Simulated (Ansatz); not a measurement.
Functionals compared on the (21-30) surface of hcp Tl in its 1x1 cell, outermost plane spacing 0.39 Å in the ideal cut, in Ansatz (plane waves, PAW). The structure was relaxed with PBE; the other rows are single points on it, each with its references at the same level. Cutoff 420 eV (500 eV for r2SCAN).

Set-up: 18 atoms, 9.8 Å thick at the start (thin: gaps and levels are the slab's own); mesh 7x4x1; 0.1 eV smearing; dipole correction on; all atoms relaxed; start symmetry kept, larger cells not searched; no spin, no spin-orbit, no U. These notes are the PBE run's.

| functional | surface energy (J/m²) | work function of the top face (eV) | rough cost of the single point |
|---|---|---|---|
| PBE | 0.28 | 3.55 | – |
| LDA | 0.44 | 3.88 | about 2.6 core-minutes (a rough figure) |
| PBEsol | 0.38 | 3.64 | around 2.3 core-minutes (rough) |
| RPBE | ___ | ___ | very roughly 2.4 core-minutes |
| r2SCAN | 0.35 | 3.57 | about 5 core-minutes (a rough figure) |

Q: Fill in the missing entries.

A: 
- RPBE, surface energy (J/m²): 0.18
- RPBE, work function of the top face (eV): 3.40

Ansatz is an electronic-structure program.
